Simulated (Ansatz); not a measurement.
Input and report of a finite-temperature phonon run in Ansatz (LDA). The cell was generated from a structure type, relaxed within its symmetry, and need not be the phase found at ambient conditions. The cell is fixed at its relaxed static size. Melting and transitions to other phases are not modelled.

Ansatz 0.2 input:
```yaml
crystal:
  lattice:
    - [4.4073554363, 0.0, 0.0]
    - [0.0, 4.4073554363, 0.0]
    - [0.0, 0.0, 4.4073554363]
  atoms:
    - { symbol: Cs, position: [0.0, 0.0, 0.0] }
    - { symbol: Ca, position: [0.5, 0.5, 0.5] }
    - { symbol: F, position: [0.0, 0.5, 0.5] }
    - { symbol: F, position: [0.5, 0.5, 0.0] }
    - { symbol: F, position: [0.5, 0.0, 0.5] }
kpoints:
  mp_grid: { grid: [4, 4, 4] }
hamiltonian:
  xc: lda
  pseudopotentials: { kind: paw }
scf:
  occupations: { method: fixed }
phonons:
  supercell: [2, 2, 2]
  self_consistent:
    temperatures: [300, 600]
    max_frequency_error: 3.0
    max_frames: 240
checkpoint:
  write: run
output:
  stress: true
```

```
--- Phonons at temperature: the self-consistent harmonic approximation ---
  16 frames of 40 atoms (2×2×2 cells), in populations of 8, 8 at 600 K: nothing lacks frames
  of 16 their SCF's own steps read whether they stand on a minimum of the electronic energy; no probe, look outside the group or whole filling of a shell is made of a frame, whatever scf.lower_state_search; one on another minimum than the …
  at 300 K
    the largest error of a frequency is 0.23 times what was asked for; the fitted model misses 2.5 % of the forces, every mode counted alike and far frames for less, of frames that it was not fitted to; the frames count as 6.1 of this …
    softest of the free energy's second derivatives: 62.24 ± 0.46 cm⁻¹ at q 0.5000 0.0000 0.5000; not told ahead of the last population
    the crystal stands in this phase at this temperature, as far as these wave vectors tell
    the ions' mean positions are those at rest
    free energy -9668.191230 ± 0.000294 eV a cell, of which vibrations -0.067133; entropy 152.632 ± 0.120 J/(mol·K) of cells
      by the supercell's own 117 modes alone, which lack the rigid motions: not to be laid beside figures on a mesh. There are none: the force constants hold no dipole–dipole term between the supercell's wave vectors
      the supercell's own free energy is the best Gaussian's, an upper bound on the crystal's: what lies beyond it on the fitted surface stands below, to be added
    pressure 0.9759 ± 0.0391 GPa; at rest -0.0010, so that the ions' motion makes +0.9769
      stress (GPa, positive in compression): xx 0.9759 ± 0.0391, yy 0.9759 ± 0.0391, zz 0.9759 ± 0.0391, yz 0.0000 ± 0.0000, xz 0.0000 ± 0.0000, xy 0.0000 ± 0.0000
      by the supercell's own 117 modes alone, which lack the rigid motions: in the warmth about 1/40 of what the motion makes, which no ± holds; not to be laid beside figures on a mesh
    beyond the Gaussian, in the hollow that it stands in and those that the ions reach from there, by exact statistics on the surface that is fitted to the frames (rings of 6 beads):
      free energy -0.004716 ± 0.000146 eV a cell
      leaving out a pair of frames, or group of many, changes the fitted energy by up to 0.05 k_B T, T the rings' temperature (one standard deviation); of these ± those of the frequencies lack the bias that few frames leave, and those of …
      pressure +0.0008 ± 0.0062 GPa; with it, by the rings' own mean, 0.9766 ± 0.0323, so that the ions' motion makes +0.9776: by the supercell's own 117 modes alone, as the Gaussian's
      mean square displacement, over the three axes, of site 2 from 0, F, the most changed: 0.04993 ± 0.00025 Å², of which +0.00426 beyond the Gaussian's
      softest frequency by how far the rings' centres move (above zero always: no sign of whether the crystal stands): 62.25 ± 0.36 cm⁻¹ at q 0.0000 0.5000 0.5000
    frequencies (cm⁻¹; below zero: imaginary; ±: error) of the harmonic crystal, of the Gaussian, of the free energy's second derivatives, each in its own ascending order
      q 0.0000 0.0000 0.0000
            94.38      106.95 ±  0.20      103.48 ±  0.45
            94.38      106.95 ±  0.20      103.48 ±  0.45
            94.38      106.95 ±  0.20      103.48 ±  0.45
           119.99      134.78 ±  0.32      129.44 ±  0.46
           119.99      134.78 ±  0.32      129.44 ±  0.46
           119.99      134.78 ±  0.32      129.44 ±  0.46
           173.05      179.08 ±  0.75      176.55 ±  0.72
           173.05      179.08 ±  0.75      176.55 ±  0.72
           173.05      179.08 ±  0.75      176.55 ±  0.72
           404.56      404.99 ±  0.59      397.16 ±  0.90
           404.56      404.99 ±  0.59      397.16 ±  0.90
           404.56      404.99 ±  0.59      397.16 ±  0.90
      q 0.0000 0.0000 0.5000, and 2 like it
            60.72       65.79 ±  0.13       62.91 ±  0.20
            60.72       65.79 ±  0.13       62.91 ±  0.20
            87.29       92.07 ±  0.67       87.58 ±  0.72
            92.05       98.94 ±  0.20       94.92 ±  0.23
            92.05       98.94 ±  0.20       94.92 ±  0.23
           134.87      147.91 ±  0.48      141.50 ±  1.99
           135.81      148.46 ±  0.48      143.94 ±  0.50
           135.81      148.46 ±  0.48      143.94 ±  0.50
           165.17      172.71 ±  0.15      169.31 ±  0.25
           165.17      172.71 ±  0.15      169.31 ±  0.25
           177.03      184.99 ±  0.60      179.22 ±  0.67
           349.29      350.61 ±  0.21      344.58 ±  8.05
           404.25      404.19 ±  0.87      396.01 ±  1.19
           404.25      404.19 ±  0.87      396.01 ±  1.19
           425.88      423.40 ±  0.80      414.72 ±  0.94
      q 0.0000 0.5000 0.5000, and 2 like it
            59.99       66.96 ±  0.25       62.24 ±  0.46
            68.19       73.66 ±  0.24       69.61 ±  0.63
            68.19       73.66 ±  0.24       69.61 ±  0.63
            78.38       97.98 ±  0.39       90.22 ±  1.05
           127.74      128.33 ±  0.56      127.25 ±  0.53
           132.44      145.55 ±  0.28      140.72 ±  0.91
           132.44      145.55 ±  0.28      140.72 ±  0.91
           145.18      156.70 ±  0.24      151.52 ±  0.28
           145.18      156.70 ±  0.24      151.52 ±  0.28
           225.81      234.47 ±  0.56      229.39 ±  0.55
           302.06      301.59 ±  0.70      295.50 ±  0.68
           302.06      301.59 ±  0.70      295.50 ±  0.68
           369.46      366.33 ±  0.83      357.36 ±  0.93
           403.80      403.48 ±  1.36      394.98 ±  1.37
           453.42      451.72 ±  0.38      443.45 ±  0.94
      q 0.5000 0.5000 0.5000
            69.30       78.14 ±  0.27       76.12 ±  1.08
            69.30       78.14 ±  0.27       76.12 ±  1.08
            69.30       78.14 ±  0.27       76.12 ±  1.08
```

Cost: roughly 21 core-minutes.

Ansatz is an electronic-structure program.
